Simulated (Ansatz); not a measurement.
The reference is BaTiO₃ (space group P4mm, No. 99; a = 3.9855 Å, c = 4.2013 Å).

All numbers come from DFT with PBE, PAW potentials and a 420 eV plane-wave cutoff in Ansatz (a program for electronic structure), spin-orbit coupling left out.

For the base:

| Item | Result |
|---|---|
| Volume per atom | 13.35 Å³ |
| c/a ratio | 1.054 |
| Gap character | indirect, A → Γ |

Now apply this change: a hydrostatic pressure of 0.3 GPa.

Question: How does this affect the volume per atom, c/a ratio and gap character?

Answer: The volume per atom decreases by 0.042 Å³, from 13.35 Å³ to 13.30 Å³; the c/a ratio drops by 0.002 (1.054 → 1.052); the gap character stays indirect, A → Γ.

Load acts through the strain it causes; cell and atoms are relaxed under it. No phonon test of stability was made. All final runs are without spin polarisation.
